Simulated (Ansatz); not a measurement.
Adsorption energy and surface dipole of H on the 1x1 (101) surface of anatase TiO2 (cut with top plane O), one in a 2x1 cell, started at the site 'top O', worked from the runs' numbers; total energies count from the potentials' own zero.

Host crystal: anatase TiO2, with a band gap (PBE, scalar-relativistic without spin-orbit coupling).

These are PBE (plane waves to 420 eV, PAW; Ansatz, a quantum-chemistry and plane-wave program) values and carry that method's errors.

Set-up: 37 atoms, 9.4 Å thick at the start under the adsorbate (thin: gaps and levels are the slab's own); mesh 3x4x1; 0.01 eV smearing; dipole correction on; 14 atoms held, the rest relaxed; no symmetry held; spin-polarised, ending with about 0.5 μB a cell, a value that depends on the mesh; orders that need a larger cell were not tried, no spin-orbit, no U, no dispersion correction. The slab shows no gap over 0.04 eV on its mesh. It is one chosen start, not shown to be the lowest state of the adsorbate.

| quantity | value |
|---|---|
| slab with the adsorbate | -43678.504 eV |
| clean slab, same cell and mesh | -43662.869 eV |
| reference, ½ H2(g) | -15.872 eV |
| area of the cell | 39.58 Å² |
| change of the step from the bottom to the top vacuum level | -1.043 eV |

What is the adsorption energy against this reference?

E(slab + adsorbate) − E(slab) − E(reference) = 0.24 eV, so in this state the adsorbate is less stable than in the reference, at a coverage of 2.53 a nm².

What dipole does adsorption add to the slab along the outward normal (Helmholtz relation, ε₀ = 0.005526 e/(V·Å))?

p = −ε₀·A·ΔV = 0.228 e·Å = 1.10 D; its positive end points to the vacuum, which lowers the vacuum level.
